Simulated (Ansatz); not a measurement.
The parent structure is La2O3 (space group P-3m1, No. 164; a = 3.906 Å, c = 6.040 Å). Axes: x lies along a and z along c of the hexagonal cell.

Structures relaxed with PBEsol, PAW, 420 eV (Ansatz, an electronic-structure program; no spin-orbit coupling).

Base:

Simulated powder pattern, Cu Kα, λ = 1.54184 Å (kinematic, ideal powder, no thermal factors, no anomalous dispersion; the 10 strongest lines at most, above 2 %, up to 2θ = 90°):

```csv
2θ (°),I/Imax (%),hkl
26.35,29,(100)
29.58,27,(002)
30.28,100,(101)
40.02,27,(102)
46.50,34,(110)
52.92,27,(013)
56.08,27,(112)
56.50,18,(021)
73.07,10,(203)
76.09,15,(211)
```

After one change:

Simulated powder pattern, Cu Kα, λ = 1.54184 Å (kinematic, ideal powder, no thermal factors, no anomalous dispersion; the 10 strongest lines at most, above 2 %, up to 2θ = 90°):

```json
[
 {"2θ (°)": "26.35", "I/Imax (%)": "27"},
 {"2θ (°)": "26.37", "I/Imax (%)": "56"},
 {"2θ (°)": "29.61", "I/Imax (%)": "77"},
 {"2θ (°)": "29.72", "I/Imax (%)": "100"},
 {"2θ (°)": "30.29", "I/Imax (%)": "95"},
 {"2θ (°)": "30.89", "I/Imax (%)": "88"},
 {"2θ (°)": "39.13", "I/Imax (%)": "26"},
 {"2θ (°)": "46.51", "I/Imax (%)": "64"},
 {"2θ (°)": "46.55", "I/Imax (%)": "32"},
 {"2θ (°)": "51.86", "I/Imax (%)": "27"}
]
```

Problem. Which change produced these results?
A) isotropic strain +2.02 %
B) biaxial strain −1.39 %, plane normal [001], relaxed out of plane
C) tensor shear ε_yz = −1.47 %
D) tensor shear ε_xz = +2.56 %

Solution. D, tensor shear ε_xz = +2.56 %. Its volume per atom is 15.95 Å³ against 15.96 Å³, and its space group is P-1 (No. 2).

Stability against distortions was not tested. The base started in C2/m and relaxed to P-3m1 at this level.
